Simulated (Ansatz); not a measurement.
The reference is In$_{2}$Au (space group Fm-3m, No. 225; a = 6.539 Å).

It is then changed as follows: cell and atoms relaxed at a pressure of 0.7 GPa.

Levels (all Ansatz, an electronic-structure program, PAW): PBEsol (420 eV, without spin-orbit coupling); PBEsol+SOC (420 eV, spin-orbit coupling included).

The geometry is relaxed with PBEsol.

| Item | Value |
|---|---|
| PBEsol pressure | 0.7 GPa |

Task: How does going to PBEsol+SOC change the pressure?

Result: The pressure falls by 0.7 GPa to 0.0 GPa.

Single points use the geometry relaxed with PBEsol. Differences between runs with and without spin-orbit coupling are approximate. Load acts through the strain it causes; cell and atoms are relaxed under it. Stability against distortions was not tested.
